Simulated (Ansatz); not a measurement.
Base system: ZnS in the wurtzite structure (space group P6_3mc, No. 186; a = 3.8453 Å, c = 6.3052 Å). Axes: x lies along a and z along c of the hexagonal cell.

All numbers come from plane-wave PAW DFT at the PBE level (Ansatz, a first-principles code, 420 eV), scalar-relativistic without spin-orbit coupling.

Before the change:

The valence-band top at Γ is 0.00, 0.00, -0.07 eV.

One thing is altered: biaxial strain +2.40 %, plane normal [001], relaxed out of plane (Cartesian); in-plane vectors clamped, the third vector and the atoms free.

Q: What happens to the valence-band top at Γ, out-of-plane strain and in-plane stress?

A: The valence-band top at Γ (three highest levels, from the VBM) goes from 0.00, 0.00, -0.07 eV to 0.00, -0.08, -0.08 eV; the out-of-plane strain amounts to -1.33 %; the mean in-plane stress (compression positive) comes out as -3.2 GPa.

The levels and masses belong to the bands next to the band gap. No phonon test of stability was made.
